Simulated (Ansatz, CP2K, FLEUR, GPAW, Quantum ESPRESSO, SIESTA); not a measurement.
Code comparison for ZnS (P6_3mc, 8 atoms in the cell)

Self-consistent single point, at a second geometry (lattice scaled by 0.98). First geometry:

```xyz
8
Lattice="3.8089 0.0000 0.0000 -1.9045 3.2986 0.0000 0.0000 0.0000 12.4526" Properties=species:S:1:pos:R:3 pbc="T T T"
Zn     1.9045     1.0995     9.3386
Zn     0.0000     2.1991     3.1123
Zn     0.0000     0.0000     6.2263
Zn     0.0000     0.0000     0.0000
S      1.9045     1.0995    11.6772
S      0.0000     2.1991     5.4509
S      0.0000     0.0000     8.5592
S      0.0000     0.0000     2.3329
```

Shared settings, as Ansatz (a first-principles code) writes them: kpoints.mp_grid.grid = 7 7 2; scf.occupations.method = fixed. Potentials and cutoffs stand in the table.

| code | model | ΔF from the first geometry (meV/atom) | pressure (GPa) | largest force (eV/Å) | gap on the mesh (eV) | cutoff |
|---|---|---|---|---|---|---|
| Ansatz | PBE, PAW files | 35.2 | 7.71 | 0.021 | 2.454 | 420 eV |
| GPAW | PBE, GPAW PAW datasets PBE (gpaw-data 1.0.1) | 36.0 | 7.90 | 0.021 | 2.452 | 800 eV |
| Quantum ESPRESSO | PBE, GBRV 1.5 ultrasoft (PBE) pseudopotentials | 36.1 | 7.56 | 0.021 | 2.454 | 50 Ry |
| CP2K | PBE, GPW, DZVP-MOLOPT-SR-GTH basis, GTH-PBE potentials (GTH_POTENTIALS) | 38.6 | 8.32 | 0.024 | 2.446 | grid 600 Ry |
| SIESTA | GGA PBE, numerical atomic orbitals DZP, PseudoDojo PBE standard norm-conserving potentials (rewritten from UPF to PSML) | 26.5 | 6.85 | 0.024 | 2.989 | grid 350 Ry |
| FLEUR | PBE, all-electron FLAPW (FLEUR), scalar-relativistic valence | 37.0 | – | – | 2.460 | Kmax 4 1/bohr |

Size of the force on each atom (eV/Å): Sizes of forces hide their directions.

```json
[
 {"code": "Ansatz", "Zn1": "0.017", "Zn2": "0.017", "Zn3": "0.019", "Zn4": "0.019", "S5": "0.021", "S6": "0.021", "S7": "0.015", "S8": "0.015"},
 {"code": "GPAW", "Zn1": "0.018", "Zn2": "0.018", "Zn3": "0.018", "Zn4": "0.018", "S5": "0.021", "S6": "0.021", "S7": "0.015", "S8": "0.015"},
 {"code": "Quantum ESPRESSO", "Zn1": "0.017", "Zn2": "0.017", "Zn3": "0.018", "Zn4": "0.018", "S5": "0.021", "S6": "0.021", "S7": "0.015", "S8": "0.015"},
 {"code": "CP2K", "Zn1": "0.015", "Zn2": "0.015", "Zn3": "0.024", "Zn4": "0.024", "S5": "0.024", "S6": "0.024", "S7": "0.019", "S8": "0.019"},
 {"code": "SIESTA", "Zn1": "0.022", "Zn2": "0.022", "Zn3": "0.014", "Zn4": "0.014", "S5": "0.024", "S6": "0.024", "S7": "0.018", "S8": "0.018"}
]
```

A dash marks a value that a program does not give, or that is left out as unsure.

Gaps are read on the mesh.

The spread over the programs that give each value: ΔF from the first geometry within 12.1 meV/atom; pressure within 1.47 GPa; largest force within 0.003 eV/Å; gap on the mesh within 0.543 eV.

CP2K and SIESTA use small atom-centred bases, whose incompleteness enters pressures, forces and empty levels differently from a plane-wave cutoff. FLEUR treats all electrons, but the usual bases taken here (sphere radii, linearisation, local orbitals, empty states) were not tested for convergence, so the values are no reference for the others. Ansatz's pressure is given at a fixed set of plane waves, as the other plane-wave codes print theirs; with its correction for the finite basis it is 7.79 GPa. In the gap, SIESTA (by 0.535) lies more than 0.12 eV from the median of the plane-wave programs.

The starting cell comes from a database of computed structures (which also holds hypothetical and non-ambient phases and stackings), without a prior relaxation at this level. For this run, on top of that: lattice scaled by 0.98.

Keys are those of Ansatz 0.2.
